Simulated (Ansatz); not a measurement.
Ansatz (a first-principles code) run on MgTiF₆ (R3, 8 atoms in the cell): self-consistent single point.

Method of the run: PBEsol, default PAW files made with PBE (plane waves; Ansatz).

The change in words: lattice scaled by 0.98; kpoints.mp_grid.grid: 6 6 6 → 3 3 3. Reference geometry:
```
MgTiF6
1.0
    2.61611     1.51041     4.45784
   -2.61611     1.51041     4.45784
    0.00000    -3.02082     4.45784
Mg Ti F
1 1 6
Direct
  0.50374   0.50374   0.50374
  0.00000   0.00000   0.00000
  0.67162   0.84246   0.24225
  0.32838   0.15754   0.75775
  0.24225   0.67162   0.84246
  0.75775   0.32838   0.15754
  0.84246   0.24225   0.67162
  0.15754   0.75775   0.32838
```

Reference input (self-consistent single point, DFT, PBEsol, plane waves, default PAW files made with PBE): basis.ecutwfc = 420 eV; kpoints.mp_grid.grid = 6 6 6; hamiltonian.xc = pbesol; hamiltonian.pseudopotentials = {kind: paw} (the program's default PAW files); scf.occupations.method = fixed. This run's input differs from it in these lines:

Ansatz 0.2 input:
```diff
@@ -3,5 +3,5 @@
   lattice:
-    - [2.616105, 1.510409, 4.457841]
-    - [-2.616105, 1.510409, 4.457841]
-    - [0.000000, -3.020817, 4.457841]
+    - [2.563783, 1.480201, 4.368684]
+    - [-2.563783, 1.480201, 4.368684]
+    - [0.000000, -2.960401, 4.368684]
   atoms:
@@ -18,3 +18,3 @@
 kpoints:
-  mp_grid: { grid: [6, 6, 6] }
+  mp_grid: { grid: [3, 3, 3] }
 hamiltonian:
```

The program printed (abridged):

```
SCF iter   1: F=—  HF=-9199.658495 eV  |F-HF|=—  |Δ(HF+E_count)|=         —  Δρ=1.52e-2  dr2=1.56e-1  ethr=1.77e-3  ⟨swp⟩=4.0  Hψ=848  notcnv=0  defer=30
all-band conjugate gradients solve this SCF's bands
preconditioner: auto → Resta (q_TF=auto, 2.535 Å⁻¹)
SCF iter   2: F=—  HF=-9199.621461 eV  |F-HF|=—  |Δ(HF+E_count)|=   3.70e-2  Δρ=4.78e-3  dr2=1.85e-2  ethr=2.43e-4  ⟨swp⟩=2.0  Hψ=426  notcnv=0  defer=30
   [... lines left out ...]
SCF iter   5: F=—  HF=-9199.617529 eV  |F-HF|=—  |Δ(HF+E_count)|=   4.69e-5  Δρ=1.07e-4  dr2=9.07e-6  ethr=2.38e-7  ⟨swp⟩=2.0  Hψ=412  notcnv=0  defer=15
SCF iter   6: F=—  HF=-9199.617534 eV  |F-HF|=—  |Δ(HF+E_count)|=   4.55e-6  Δρ=5.65e-5  dr2=2.56e-6  ethr=1.42e-8  ⟨swp⟩=2.0  Hψ=370  notcnv=0  defer=14
SCF iter   7: F=—  HF=-9199.617535 eV  |F-HF|=—  |Δ(HF+E_count)|=   9.62e-7  Δρ=1.68e-5  dr2=3.73e-7  ethr=4.00e-9  ⟨swp⟩=2.0  Hψ=357  notcnv=0  defer=14
SCF iter   8: F=-9199.617535 eV  HF=-9199.617535 eV  |F-HF|=7.71e-8  |Δ(HF+E_count)|=   3.74e-7  Δρ=4.94e-6  dr2=3.46e-8  ethr=1.56e-10  ⟨swp⟩=11.5  Hψ=1059  notcnv=0
SCF 1 converged in 8 iterations: F = -9199.617535 eV  dr2 = 3.46e-8
Free energy (F): -9199.617535 eV
Internal energy: -9199.617535 eV  (E = F + TS)
E sigma→0 (E₀):  -9199.617535 eV
Fermi energy:    0.846026 eV
--- Forces (eV/Å), atoms counted from 1 ---
  atom   1  Mg     0.00000000    -0.00000002    -0.60354440
  atom   2  Ti     0.00000000     0.00000001     0.33522523
  atom   3  F     -0.25488201    -0.13435369    -0.09568728
  atom   4  F      0.16714169     0.28077451     0.18512532
  atom   5  F      0.24379471    -0.15355746    -0.09568727
  atom   6  F     -0.32672870     0.00436171     0.18512533
  atom   7  F      0.01108730     0.28791114    -0.09568729
  atom   8  F      0.15958701    -0.28513620     0.18512534
--- Stress (GPa, compression-positive) ---
        6.939517       0.000000      -0.000000
       -0.000000       6.939517      -0.000000
        0.000000      -0.000000       6.890195
  P = ⅓ Tr σ = 6.9231 GPa (69.231 kbar)
  The stress holds the Pulay correction. Without it, at fixed plane waves, as pw.x and ABINIT print it: P = 6.1657 GPa
```

The run converged in 8 iterations. Against the reference run the free energy rises by 14.0 meV/atom, the pressure goes from -0.73 to 6.92 GPa, the largest force goes from 0.492 to 0.604 eV/Å and the gap on the mesh goes from 4.783 to 5.147 eV.

The starting cell comes from a database of computed structures (which also holds hypothetical and non-ambient phases and stackings), without a prior relaxation at this level. Its lattice was rescaled by up to half a per cent. One atom was moved a little off its site on purpose. For this run, on top of that: lattice scaled by 0.98. With a pressure of about 7 GPa the cell is away from its equilibrium volume at this level. Ansatz's pressure includes its estimate of the finite-basis (Pulay) stress. Without the estimate this run gives 6.17 GPa.
